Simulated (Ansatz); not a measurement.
Output of an Ansatz run (abridged):

```
WARN the atoms were moved onto the symmetric positions of the space group found under crystal.symmetry.tolerance 1.0e-5 (fractional …
Pseudopotentials: kind: paw
Pseudopotential: Y, paw, valence charge 11
Pseudopotential: Ge, paw, valence charge 14
Crystal: 2 atoms, lattice volume = 54.787 Å³
Basis set: ecut = 420 eV, 1081 PW (Γ), exchange–correlation on 54×54×54 points (8 copies of the dense FFT grid, shifted against one another)
Bands: 17, of which v1, the nominal top of the filled ones, is band 13 counted from 1 (12 counted from 0)
Symmetry: 12 space group operations
Space group: P-6m2 (ITA 187), of the structure as read, at distance tolerance 3.8e-5 Å
k-points: 15 of 125 (time reversal used)
PAW frozen core: Y, regenerated for the run's functional, and the local potential with it
PAW frozen core: Ge, regenerated for the run's functional, and the local potential with it
Initial density: superposition of atomic densities (neutral atoms: chi_scale 0, normalization atom), corrected by the library's trained network
Initial wavefunctions: pseudopotential atomic-orbital guess
Eigensolver: davidson
Functional: x = revpbe(κ = 1.245, μ = 0.2195149727645171), c = pbe(β = 0.06672455060314922)
SCF iter   1: F=—  HF=-8153.488439 eV  |F-HF|=—  |Δ(HF+E_count)|=         —  Δρ=2.34e-3  dr2=4.33e-3  ethr=1.77e-3  ⟨swp⟩=5.1  Hψ=1082  notcnv=0
all-band conjugate gradients solve this SCF's bands
preconditioner: auto → none
SCF iter   2: F=—  HF=-8153.488644 eV  |F-HF|=—  |Δ(HF+E_count)|=   2.05e-4  S|Δr|=    0.00e0  Δρ=1.52e-3  dr2=2.02e-3  ethr=1.73e-5  ⟨swp⟩=2.1  Hψ=543  notcnv=0
SCF iter   3: F=—  HF=-8153.488726 eV  |F-HF|=—  |Δ(HF+E_count)|=   8.21e-5  S|Δr|=    0.00e0  Δρ=6.14e-4  dr2=1.20e-4  ethr=8.06e-6  ⟨swp⟩=2.1  Hψ=423  notcnv=0
SCF iter   4: F=—  HF=-8153.488671 eV  |F-HF|=—  |Δ(HF+E_count)|=   5.54e-5  S|Δr|=    0.00e0  Δρ=1.43e-4  dr2=1.41e-5  ethr=4.79e-7  ⟨swp⟩=2.0  Hψ=422  notcnv=0
SCF iter   5: F=—  HF=-8153.488606 eV  |F-HF|=—  |Δ(HF+E_count)|=   6.52e-5  S|Δr|=    0.00e0  Δρ=4.96e-5  dr2=1.17e-6  ethr=5.65e-8  ⟨swp⟩=3.0  Hψ=454  notcnv=0
SCF iter   6: F=-8153.488606 eV  HF=-8153.488606 eV  |F-HF|=3.41e-8  |Δ(HF+E_count)|=   2.32e-7  S|Δr|=    0.00e0  Δρ=1.32e-5  dr2=7.48e-8  ethr=4.00e-10  ⟨swp⟩=2.9  Hψ=900  notcnv=0
SCF 1 converged in 6 iterations: F = -8153.488606 eV  dr2 = 7.48e-8
SCF converged after 6 iterations
Stability not checked (fill_not_monotonic)
Free energy (F): -8153.488606 eV
Harris-Foulkes:  -8153.488606 eV  (|F-HF|=3.41e-8)
Internal energy: -8153.497695 eV  (E = F + TS)
E sigma→0 (E₀):  -8153.491636 eV
Entropy (-TS):   0.009089 eV (4.544 meV/atom)
Fermi energy:    8.941123 eV
--- Per-component energies (eV) ---
  E_band       = -258.507598
  E_kinetic    = 414.459881
  E_local      = -3085.614145  (includes V_loc(G=0)·N_el)
  E_nonlocal   = 465.489018
  E_hartree    = 1285.956769
  E_xc         = -248.828567
  E_vxc        = -262.942778  (∫ρ·V_xc dr)
  E_paw        = -4852.003620  (= ΣΔE_a)
  E_vpaw       = -361.808639  (= ΣTr[D̂ρ^β])
  E_aug_tail   = 0.000318  (compensation charges beyond the density's cutoff)
  E_ewald      = -2132.775082
  E_core_change = -0.182266  (= ΣΔE_core)
  E_smearing   = 0.009089  (= −TS)
  E_closure    = -0.000000  (closes the sum)
  Σ components = -8153.488606   (vs F -8153.488606, Δ=0.00e0)
--- Forces (eV/Å), atoms counted from 1 ---
  atom   1  Y     -0.00000000     0.00000000     0.00000000
  atom   2  Ge    -0.00000000     0.00000000     0.00000000
  max |Σ_I F_I| component: 5.09e-17 eV/Å
--- Stress (GPa, compression-positive) ---
       -1.550220      -0.000000       0.000000
        0.000000      -1.550220       0.000000
        0.000000       0.000000      -0.913312
  P = ⅓ Tr σ = -1.3379 GPa (-13.379 kbar)
  The stress holds the Pulay correction. Without it, at fixed plane waves, as pw.x and ABINIT print it: P = -1.3501 GPa
--- Band table (eV; the first three rows and the last of 15) ---
  k-point 0: bands = ["-33.8895", "-14.7407", "-14.7407", "-14.7215", "-14.7215", "-14.7069", "-13.8506", "-13.8506", "-13.7176", "-0.0282", "8.7978", "8.9228", "8.9228", "10.0646", "12.3657", "12.3657", "12.5914"]
  k-point 1: bands = ["-33.8871", "-14.7399", "-14.7399", "-14.7244", "-14.7244", "-14.7044", "-13.8448", "-13.8448", "-13.7704", "0.3408", "7.1945", "9.1605", "9.1605", "10.9249", "11.3970", "11.3970", "13.4304"]
  k-point 2: bands = ["-33.8831", "-14.7392", "-14.7392", "-14.7284", "-14.7284", "-14.7004", "-13.8541", "-13.8354", "-13.8354", "1.1459", "5.3002", "9.6148", "9.6148", "10.6578", "10.6578", "12.5188", "13.4150"]
  k-point 14: bands = ["-33.8725", "-14.7568", "-14.7436", "-14.7259", "-14.7247", "-14.6973", "-13.9740", "-13.8889", "-13.7949", "1.7703", "6.5899", "6.9681", "8.2011", "9.9030", "12.9711", "13.1347", "13.4460"]
```

The structure:

```xyz
2
Lattice="4.0170 0.0000 0.0000 -2.0085 3.4789 0.0000 0.0000 0.0000 3.9204" Properties=species:S:1:pos:R:3 pbc="T T T"
Y      0.0000     0.0000     0.0000
Ge     2.0085     1.1596     1.9602
```

Question: Reconstruct the input of this run.

Answer: Other spellings and defaults could give the same log, and not every line can be read from it. The input that was run (DFT, revPBE, plane waves, default PAW files made with PBE):

Ansatz 0.2 input:
```yaml
# YGe
crystal:
  lattice:
    - [4.017046, 0.000000, 0.000000]
    - [-2.008524, 3.478865, 0.000000]
    - [0.000000, 0.000000, 3.920439]
  atoms:
    - { symbol: Y, position: [0.000000, 0.000000, 0.000000] }
    - { symbol: Ge, position: [0.666667, 0.333333, 0.500000] }
basis:
  ecutwfc: 420.0
kpoints:
  mp_grid: { grid: [5, 5, 5] }
hamiltonian:
  xc: revpbe
  pseudopotentials: { kind: paw }
scf:
  occupations: { method: cold, width: 0.272 }
output:
  forces: true
  eigenvalues: true
  stress: true
```

The starting cell was generated: these elements placed on a structure prototype, without a prior relaxation; it need not be a known phase or ordering of this composition. Its lattice was rescaled by a random factor within 2.5 % of one. Ansatz's pressure includes its estimate of the finite-basis (Pulay) stress.

Ansatz is an electronic-structure program.
